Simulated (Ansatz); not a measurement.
Start from NaF in the rock salt structure (space group Fm-3m, No. 225; a = 4.629 Å). Axes: x, y, z lie along the cube axes.

Structures relaxed with Ansatz (a program for electronic structure) PBEsol, scalar-relativistic without spin-orbit coupling.

Base:

Simulated powder pattern, Cu Kα, λ = 1.54184 Å (kinematic, ideal powder, no thermal factors, no anomalous dispersion; the 10 strongest lines at most, above 2 %, up to 2θ = 90°):

```json
[
 {"2θ (°)": "33.53", "I/Imax (%)": "2.2", "hkl": "(111)"},
 {"2θ (°)": "38.91", "I/Imax (%)": "100", "hkl": "(200)"},
 {"2θ (°)": "56.20", "I/Imax (%)": "57", "hkl": "(220)"},
 {"2θ (°)": "70.47", "I/Imax (%)": "16", "hkl": "(222)"},
 {"2θ (°)": "83.54", "I/Imax (%)": "6.8", "hkl": "(400)"}
]
```

After one change:

Simulated powder pattern, Cu Kα, λ = 1.54184 Å (kinematic, ideal powder, no thermal factors, no anomalous dispersion; the 10 strongest lines at most, above 2 %, up to 2θ = 90°):

| 2θ (°) | I/Imax (%) |
|---|---|
| 33.83 | 3.2 |
| 38.91 | 100 |
| 39.95 | 46 |
| 56.20 | 29 |
| 56.99 | 54 |
| 71.17 | 24 |
| 83.54 | 6.8 |
| 86.19 | 3.1 |

Problem. What was done to the base?
A) uniaxial strain ε_zz = +1.50 %
B) uniaxial strain ε_zz = −0.50 %
C) uniaxial strain ε_zz = −2.50 %
D) uniaxial strain ε_zz = +0.50 %

Solution. C, uniaxial strain ε_zz = −2.50 %. Its volume per atom is 12.09 Å³ against 12.40 Å³, and its space group is I4/mmm (No. 139).

No phonon test of stability was made.
